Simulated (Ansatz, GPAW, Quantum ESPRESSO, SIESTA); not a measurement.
**Code comparison for La (P6_3/mmc, 2 atoms in the cell)**

Self-consistent single point, at a second geometry (lattice scaled by 0.98). First geometry:

```
La
1.0
    3.74628     0.00000     0.00000
   -1.87314     3.24438     0.00000
    0.00000     0.00000     6.08245
La
2
Direct
  0.33333   0.66667   0.25000
  0.66667   0.33333   0.75000
```

Shared settings, as Ansatz (an electronic-structure program) writes them: kpoints.mp_grid.grid = 13 13 7; scf.occupations.method = gaussian; scf.occupations.width = 0.136 eV. Potentials and cutoffs stand in the table.

```csv
code,model,ΔF from the first geometry (meV/atom),pressure (GPa),cutoff
Ansatz,"PBE, default PAW files",17.7,2.21,420 eV
SIESTA,"GGA PBE, numerical atomic orbitals DZP, PseudoDojo PBE standard norm-conserving potentials (rewritten from UPF to PSML)",28.8,3.57,grid 350 Ry
Quantum ESPRESSO,"PBE, GBRV 1.5 ultrasoft (PBE) pseudopotentials",20.6,2.46,40 Ry
GPAW,"PBE, GPAW PAW datasets PBE (gpaw-data 1.0.1)",19.5,2.37,850 eV
```

The spread over the programs that give each value: ΔF from the first geometry within 11.1 meV/atom; pressure within 1.36 GPa.

SIESTA uses small atom-centred bases, whose incompleteness enters pressures, forces and empty levels differently from a plane-wave cutoff. Ansatz's pressure is given at a fixed set of plane waves, as the other plane-wave codes print theirs. In the pressure, SIESTA (by 1.20) lies more than 1 GPa from the median of the plane-wave programs.

The starting cell was generated: these elements placed on a structure prototype, without a prior relaxation; it need not be a known phase or ordering of this composition. Its lattice was rescaled by a random factor within 2.5 % of one. For this run, on top of that: lattice scaled by 0.98.

Left out of this page: Elk and FLEUR (not drawn, or without a comparable value).

Keys are those of Ansatz 0.2.
